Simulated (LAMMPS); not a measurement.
Simulation of Al (fcc) with 90 % of Al sites Co, 4000 atoms, at 300 K and 0 GPa, heated as the crystal.

Method: classical MD, pair style eam/alloy, file CoAl.eam.alloy; code LAMMPS.

```csv
angle (°),"probability per degree, Al-Co-Co","probability per degree, Co-Co-Co","probability per degree, Co-Al-Co"
49.50,0.0000,0.0000,0.0000
52.50,0.0009,0.0003,0.0005
55.50,0.0146,0.0098,0.0102
58.50,0.0500,0.0518,0.0441
61.50,0.0435,0.0485,0.0488
64.50,0.0116,0.0102,0.0156
67.50,0.0011,0.0006,0.0020
70.50,0.0000,0.0000,0.0001
73.50,0.0000,0.0000,0.0000
76.50,0.0000,0.0000,0.0000
79.50,0.0002,0.0000,0.0001
82.50,0.0020,0.0008,0.0016
85.50,0.0096,0.0076,0.0083
88.50,0.0202,0.0220,0.0184
91.50,0.0185,0.0215,0.0195
94.50,0.0080,0.0075,0.0099
97.50,0.0016,0.0010,0.0025
100.5,0.0002,0.0001,0.0004
103.5,0.0000,0.0000,0.0001
106.5,0.0000,0.0000,0.0001
109.5,0.0005,0.0001,0.0007
112.5,0.0043,0.0024,0.0053
115.5,0.0193,0.0163,0.0176
118.5,0.0406,0.0425,0.0347
121.5,0.0365,0.0414,0.0347
124.5,0.0159,0.0158,0.0203
127.5,0.0034,0.0025,0.0063
130.5,0.0004,0.0001,0.0012
133.5,0.0001,0.0000,0.0002
136.5,0.0000,0.0000,0.0000
139.5,0.0000,0.0000,0.0000
142.5,0.0000,0.0000,0.0000
145.5,0.0000,0.0000,0.0000
148.5,0.0000,0.0000,0.0000
151.5,0.0000,0.0000,0.0000
154.5,0.0000,0.0000,0.0000
157.5,0.0000,0.0000,0.0000
160.5,0.0000,0.0000,0.0000
163.5,0.0000,0.0000,0.0001
166.5,0.0001,0.0000,0.0005
169.5,0.0012,0.0006,0.0027
172.5,0.0059,0.0047,0.0080
175.5,0.0137,0.0142,0.0126
178.5,0.0091,0.0107,0.0063
```

The data show:
- state found: crystal; no diffusion seen in 30 ps
- most common Al-Co-Co angle: in the 3° bin centred on 58.5° (mean of all 97°)
- most common Co-Co-Co angle: in the 3° bin centred on 58.5° (mean of all 98°)
- most common Co-Al-Co angle: in the 3° bin centred on 61.5° (mean of all 98°)

Caution: the random arrangement on this lattice is imposed, and need not be a phase that exists in equilibrium.
